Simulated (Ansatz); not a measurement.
**rock-salt TiC (1 1 0) on alpha cristobalite (1 0 0) (film strained to the substrate, started from cuts of the bulks and a machine-learned relaxation; slabs Si12O24 and C18Ti18, which can lie off the formulas)**

A periodic stack without vacuum, rock-salt TiC (1 1 0) on alpha cristobalite (1 0 0) (film strained to the substrate, started from cuts of the bulks and a machine-learned relaxation; slabs Si12O24 and C18Ti18, which can lie off the formulas): substrate slab Si12O24, film C18Ti18, surface cells [[0, 1], [-1, 0]] and [[-1, 2], [-1, -1]], film strained by -5.4 and -4.2 %, outermost planes O/O and CTi/CTi as cut, which need not be the usual terminations and can put a slab off its formula.

The start was prepared with a machine-learned potential, and the result is one local minimum, with the in-plane cell held and forces under 0.04 eV/Å; the film can end far from its bulk form.

These are PBE (plane waves to 420 eV, PAW; Ansatz, a first-principles code) values and carry that method's errors. No spin–orbit coupling; the runs are not spin-polarised; PBE gaps are too small against experiment. Its k-point mesh 4×5×1, Fermi–Dirac width 0.05 eV.

* **interface area**: 36.1 Å²
* **period**: 24.88 Å
* **heights between the nearest atoms of the two slabs at the two interfaces**: 1.12 and 1.13 Å
* **O–Ti contacts across the interfaces within 1.22 times the sum of covalent radii**: 6, mean 2.17 Å
* **Si–Ti contacts across the interfaces within 1.22 times the sum of covalent radii**: 4, mean 2.80 Å
* **C–Si contacts across the interfaces within 1.22 times the sum of covalent radii**: 2, mean 1.86 Å

```
CELL_PARAMETERS angstrom
      7.09770     0.00083    -0.14911
      0.00250     5.08174     0.12353
     -2.91445    -0.66118    24.93934
ATOMIC_POSITIONS crystal
  Si 0.77007 0.74134 0.17246
  Si 0.21210 0.20760 0.05334
  Si 0.52042 0.24657 0.14952
  Si 0.99802 0.75869 0.07933
  O  0.91210 0.64249 0.13042
  O  0.58926 0.54491 0.16567
  O  0.43342 0.24107 0.08527
  O  0.69918 0.04160 0.15929
  O  0.11947 0.02386 0.09703
  O  0.84894 0.85505 0.02819
  O  0.12908 0.52661 0.05415
  O  0.36322 0.17672 0.18871
  Si 0.87867 0.74252 0.37295
  Si 0.32088 0.15937 0.25058
  Si 0.61915 0.24557 0.35197
  Si 0.08109 0.66212 0.27177
  O  0.03945 0.69299 0.33353
  O  0.70066 0.54326 0.35863
  O  0.51926 0.20932 0.29016
  O  0.79551 0.04128 0.36617
  O  0.24759 0.86353 0.26043
  O  0.88281 0.72397 0.23298
  O  0.15449 0.36536 0.26157
  O  0.45640 0.21016 0.39117
  Si 0.97821 0.70284 0.56996
  Si 0.40790 0.14272 0.45085
  Si 0.73799 0.25301 0.54425
  Si 0.17863 0.65139 0.47301
  O  0.16570 0.72631 0.53638
  O  0.84083 0.51866 0.52657
  O  0.60278 0.14157 0.49314
  O  0.89561 0.02229 0.56915
  O  0.33259 0.84271 0.45063
  O  0.97691 0.69651 0.43457
  O  0.25147 0.34776 0.46863
  O  0.63925 0.34923 0.59561
  C  0.02642 0.58457 0.64067
  C  0.35361 0.22891 0.65689
  C  0.68894 0.88446 0.65743
  C  0.72331 0.39222 0.71467
  C  0.05547 0.06369 0.71584
  C  0.38881 0.72962 0.71649
  C  0.75444 0.89434 0.77986
  C  0.08542 0.56341 0.77980
  C  0.41987 0.23174 0.78033
  C  0.45037 0.73241 0.84336
  C  0.78540 0.39505 0.84383
  C  0.11649 0.06409 0.84390
  C  0.48114 0.23171 0.90722
  C  0.81733 0.89436 0.90900
  C  0.14862 0.56561 0.90792
  C  0.19156 0.08724 0.98272
  C  0.50390 0.73240 0.96679
  C  0.83832 0.38804 0.96621
  Ti 0.88829 0.72800 0.71725
  Ti 0.22445 0.39963 0.71638
  Ti 0.55709 0.05762 0.71899
  Ti 0.84817 0.20803 0.65504
  Ti 0.20399 0.90908 0.66085
  Ti 0.53443 0.54436 0.65433
  Ti 0.61730 0.06192 0.84258
  Ti 0.95210 0.73098 0.84365
  Ti 0.28323 0.39638 0.84279
  Ti 0.58754 0.56124 0.78114
  Ti 0.92129 0.23032 0.78009
  Ti 0.25328 0.89571 0.78095
  Ti 0.35069 0.41212 0.96302
  Ti 0.68704 0.04799 0.96939
  Ti 0.00002 0.71177 0.96861
  Ti 0.31696 0.90155 0.90736
  Ti 0.64705 0.55967 0.90471
  Ti 0.98009 0.22997 0.90652
```
